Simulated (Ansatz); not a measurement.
## Migration barriers: Ga-vacancy pair in zinc-blende AlP, charge state -3

Defect migration in zinc-blende AlP: Ga-vacancy pair (Ga on one host Al site, one Al site vacant), charge state -3. All values below come from PBE, PAW (plane waves to 420 eV; Ansatz, a quantum-chemistry and plane-wave program).

64-site cell at the relaxed PBE lattice, a 2×2×2 k-point mesh shifted by half a step, smearing 0.01 eV, spin-restricted, no finite-size correction. No zero-point or tunnelling terms. The charge state is imposed; whether it is stable for some Fermi level was not computed. Forms of the defect that were not tried may lie lower.

Barriers: single points on a 3×3×3 k-point mesh shifted by half a step at the bands' geometries.

```tsv
Route	Start site over the lowest site run (eV)	Hop (Å)	Forward barrier (eV)	Backward barrier (eV)	Neighbours at the start	Neighbours at the saddle	Saddle order	Forward, on the band's own sampling (eV)
one Al atom jumps into the vacancy from a nearby Al site (Ga-vacancy distance between ideal sites 3.90 → 7.79 Å)	0.02	3.71	1.60	1.62	P at 2.33, 3 P at 2.42 Å	P at 2.27, P at 2.65, 2 P at 2.67, P at 2.69 Å	not checked, on a symmetry element	1.60
one Al atom jumps into the vacancy from a nearby Al site (Ga-vacancy distance between ideal sites 3.90 → 6.75 Å)	0.02	3.72	1.62	1.63	P at 2.33, P at 2.41, 2 P at 2.42 Å	P at 2.27, 2 P at 2.65, 2 P at 2.68 Å	not checked	1.62
one Al atom jumps into the vacancy from a nearby Al site (Ga-vacancy distance between ideal sites 3.90 Å throughout)	0.02	3.71	1.66	1.66	P at 2.33, 3 P at 2.42 Å	P at 2.26, P at 2.65, P at 2.66, P at 2.67, P at 2.69 Å	not checked, on a symmetry element	1.66
```

Paths come from climbing-image nudged elastic band runs.  A band can be held on a symmetry element, so unchecked saddle points there may be too high.

The whole set of runs took roughly 5 core-hours.
